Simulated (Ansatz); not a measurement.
We look at the formation energy of ZrO2 (P2₁/c) from the elements. Reaction: Zr (hcp) + O2 (gas) → ZrO2 (P2₁/c). Negative: the products are lower in energy. The value is per atom of the solid.

ZrO2 (P2₁/c), 12 atoms in the cell, k-point mesh 8×8×6 on the run's own vectors.
```cif
data_O8Zr4
_chemical_formula_sum 'Zr4 O8'
_space_group_name_H-M_alt 'P21/c'
_space_group_IT_number 14
_space_group_name_Hall '-P 2ybc'
_cell_length_a 5.18955
_cell_length_b 5.24210
_cell_length_c 5.37819
_cell_angle_alpha 90.000
_cell_angle_beta 99.680
_cell_angle_gamma 90.000
loop_
_atom_site_label
_atom_site_type_symbol
_atom_site_symmetry_multiplicity
_atom_site_Wyckoff_symbol
_atom_site_fract_x
_atom_site_fract_y
_atom_site_fract_z
_atom_site_occupancy
Zr1 Zr 4 e 0.27577 0.04379 0.21003 1
O1 O 4 e 0.06499 0.32637 0.34999 1
O2 O 4 e 0.54902 0.25676 0.02446 1
```

Zr (hcp, P6₃/mmc), 2 atoms in the cell, k-point mesh 24×24×12 on the run's own vectors. Conventional cell: a = b = 3.2306 Å, c = 5.1778 Å, α = β = 90.00°, γ = 120.00°.

An isolated O2 molecule (triplet) in a box of 11 × 11 × 13 Å.

Computed with Ansatz (plane waves, PAW), its default PAW set, cutoff 420 eV, 500 eV for r2SCAN. The structures are at rest with PBE; other levels are single points on them, but for the rows marked own geometry. HSE06 runs on coarser k-point meshes, mended by the PBE difference between the two meshes. Some cells are metallic or hold partly filled levels, where a hybrid on a coarse mesh is less sure. Neutral cells; Fermi-Dirac smearing of at most 0.10 eV in the solids, energies taken to zero width. The lattices are those relaxed with PBE, so at other levels the solids can be strained, which adds to the spread. A dispersion term (D3(BJ), or D4 for r2SCAN) was computed beside these levels and is taken off wherever the name lacks it. Static lattices, no vibrational contributions. Cells are local rest points, mostly with their start's symmetry.

Problem. Give the value at the level PBE.

Solution. -3.42 eV/atom, for Zr (hcp) + O2 (gas) → ZrO2 (P2₁/c).

Problem. What do the other levels give, and how wide is the spread?

Solution. 
```csv
Functional,value (eV/atom),less PBE
PBE+D3(BJ),-3.49,-0.07
r2SCAN+D4,-3.80,-0.38
HSE06+D3(BJ),-3.65,-0.23
r2SCAN (own geometry),-3.75,-0.33
```

The levels span 0.38 eV/atom, from r2SCAN+D4 (-3.80) to PBE (-3.42).

Ansatz is a first-principles code.
